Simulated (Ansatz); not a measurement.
## Rock-salt BeTe (model structure)

Method: r²SCAN (Ansatz, a program for electronic structure, plane waves, PAW).

Settings: plane-wave cutoff 500 eV, 14×14×14 k mesh, Fermi–Dirac smearing 0.05 eV, scalar-relativistic PAW data made under PBE.

Cell (relaxed at this level):

```
CELL_PARAMETERS angstrom
      0.00000     2.68532     2.68532
      2.68532     0.00000     2.68532
      2.68532     2.68532     0.00000
ATOMIC_POSITIONS crystal
  Be 0.00000 0.00000 0.00000
  Te 0.50000 0.50000 0.50000
```

```
Item      Result
--------  ------
band gap    none
```

Note: the relaxation could raise the start's symmetry but not lower it, so the cell can be a saddle point.

Spin–orbit coupling is not included.

The computed numbers hold no vibrational or temperature effects.

Cost on a shared machine: around 30 core-seconds (rough).

A model structure was made by putting elements into a prototype or built by hand; it is no filed structure, need not be a known phase, and can be a saddle point held by its symmetry.
